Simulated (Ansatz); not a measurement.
# TaN: response to strain

Start from TaN (space group P-6m2, No. 187; a = 2.936 Å, c = 2.885 Å). Axes: x lies along a and z along c of the hexagonal cell.

Strains are applied to the cell and any free atomic positions relax; under biaxial strain the out-of-plane vector relaxes too; under stress the whole cell relaxes.

Level of theory: r2SCAN (Ansatz, a first-principles code; PAW; 500 eV plane waves; scalar-relativistic without spin-orbit coupling), earlier PAW set.

Notes on the quantities. energy relative to the base: free energy F.

```tsv
case	energy relative to the base	shortest interatomic distance	space group
base	0 meV/atom	222.6 pm	P-6m2 (No. 187)
biaxial strain +0.85 %, plane normal [001], relaxed out of plane	–	223.4 pm	P-6m2 (No. 187)
isotropic strain −1.81 %	+38 meV/atom	218.6 pm	P-6m2 (No. 187)
isotropic strain +4.89 %	…	233.5 pm	P-6m2 (No. 187)
uniaxial strain ε_xx = −1.84 %	+8.1 meV/atom	220.9 pm	Amm2 (No. 38)
uniaxial strain ε_zz = +3.29 %	+29 meV/atom	225.7 pm	P-6m2 (No. 187)
tensor shear ε_xy = +0.30 %	+0.3 meV/atom	222.3 pm	Pm (No. 6)
uniaxial stress, 1 GPa tension along x	+0.1 meV/atom	222.5 pm	Amm2 (No. 38)
uniaxial stress, 5 GPa tension along z	+1.1 meV/atom	223.0 pm	P-6m2 (No. 187)
uniaxial stress, 1 GPa compression along z	0.0 meV/atom	222.5 pm	P-6m2 (No. 187)
```

Q: Some entries are withheld; estimate them.

A: 
- isotropic strain +4.89 %, energy relative to the base: +0.223 eV/atom

The mesh was chosen for an insulator and is coarse for the gapless case. Stability under load was not tested beyond the relaxation. All final runs are without spin polarisation. This is not the structure that TaN has at room temperature and ambient pressure.
